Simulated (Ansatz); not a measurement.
Input:

```
GaAs
1.0
    0.00000     2.77700     2.77700
    2.77700     0.00000     2.77700
    2.77700     2.77700     0.00000
Ga As
1 1
Direct
  0.00000   0.00000   0.00000
  0.25000   0.25000   0.25000
```

Level of theory: r2SCAN with spin-orbit coupling, rigid bands (plane waves, PAW; Ansatz, a program for electronic structure). Condition of this run: hydrostatic pressure 5 GPa (the target of the relaxation). How the cell was made: cell and atoms relaxed with r2SCAN, then loaded as said.

**Question.** What conductivity effective mass do dilute electrons have at 300 K?

**Answer.** 0.113 mₑ.

**Question.** What conductivity effective mass do dilute holes have at 300 K?

**Answer.** 0.37 mₑ.

**Question.** And the band gap?

**Answer.** 1.35 eV at this level; semilocal functionals usually fall short of the measured gap.

Rigid bands, one relaxation time for all states, no polarons.
